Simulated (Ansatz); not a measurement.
Effect of tensor shear ε_yz = +2.20 % on hypothetical CsCl type NaI

Start from NaI in the CsCl type structure (space group Pm-3m, No. 221; a = 4.0398 Å; a hypothetical phase, not in the database extracts checked). Axes: x, y, z lie along the cube axes.

Now apply this change: tensor shear ε_yz = +2.20 % (engineering shear γ = 0.0440); the atoms relax in the strained cell.

Computed with r2SCAN (Ansatz, a quantum-chemistry and plane-wave program), no spin-orbit coupling. Settings: 8×8×8 k-points, 0.05 eV Fermi–Dirac smearing.

```json
[
 {"quantity": "volume per atom", "base": "32.96 Å³", "changed": "32.95 Å³", "shift": "-0.016 Å³"},
 {"quantity": "shortest interatomic distance", "base": "3.499 Å", "changed": "3.447 Å", "shift": "-0.0511 Å"},
 {"quantity": "energy relative to the base (free energy F)", "base": "0 meV/atom", "changed": "-0.7 meV/atom", "shift": "-0.7 meV/atom"},
 {"quantity": "pressure (mean of the normal stresses, compression positive)", "base": "0.00 GPa", "changed": "0.02 GPa", "shift": "+0.02 GPa"},
 {"quantity": "band gap", "base": "3.06 eV", "changed": "3.07 eV", "shift": "+0.01 eV"},
 {"quantity": "gap character", "base": "–", "changed": "indirect, Y → Γ", "shift": "–"},
 {"quantity": "smallest direct gap", "base": "3.36 eV", "changed": "3.37 eV", "shift": "+0.01 eV"},
 {"quantity": "electron mass", "base": "0.27 mₑ (at Γ)", "changed": "0.27 mₑ (at Γ)", "shift": "–"},
 {"quantity": "stress (xx, yy, zz, yz, xz, xy; compression positive)", "base": "–", "changed": "(0.03, 0.02, 0.02, 0.15, 0.00, 0.00) GPa", "shift": "–"}
]
```

With I present, leaving out spin-orbit coupling can change the band edges. Effective masses come from finite differences of ±0.01 Å⁻¹. No phonon test of stability was made. Under tensor shear ε_yz = +2.20 % the cell ends below the base's energy or with stress of the wrong sign: the atoms slid into a distortion or the cell is elastically unstable, so the base is not a stable minimum at this level. Labels are those of the standard path for the cell's own space group.
